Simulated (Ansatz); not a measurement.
The starting structures come from a database of crystals and need not be the phases stable at ambient conditions.

Data:

```xyz
12
Lattice="6.5661 0.0000 0.0000 -3.0783 8.6769 0.0000 -1.5391 4.3385 3.3450" Properties=species:S:1:pos:R:3 pbc="T T T"
Mg     0.3210     2.0949     0.6884
Mg     1.6276    10.9205     2.6566
Mg    -0.1163     6.5820     0.6884
Mg     2.0649     6.4333     2.6566
B      1.8463     8.6769     0.7712
B      0.1024     4.3385     2.5739
Br     3.3854     4.3385     0.8748
Br    -1.4368     8.6769     2.4702
N      4.9042     1.3459     0.7613
N     -2.9555    11.6695     2.5838
N      1.8666     7.3310     0.7613
N      0.0820     5.6843     2.5838
```

Space group of this cell: C2/c. The cell is taken as given; by r2SCAN its mean pressure is -2.4 GPa.

Transport runs along the normal of the first two printed cell vectors.

The gap is the functional's own, uncorrected, and κ follows it; spin-orbit coupling is left out. Mid-gap values are interpolated between the computed energies.

Question: Compute, with r2SCAN in Ansatz (an electronic-structure program), the band gap and the smallest decay constant κ at mid-gap.

Answer: Gap 3.84 eV on a 6×10×10 mesh; κ = 0.288 1/Å, at the zone centre.
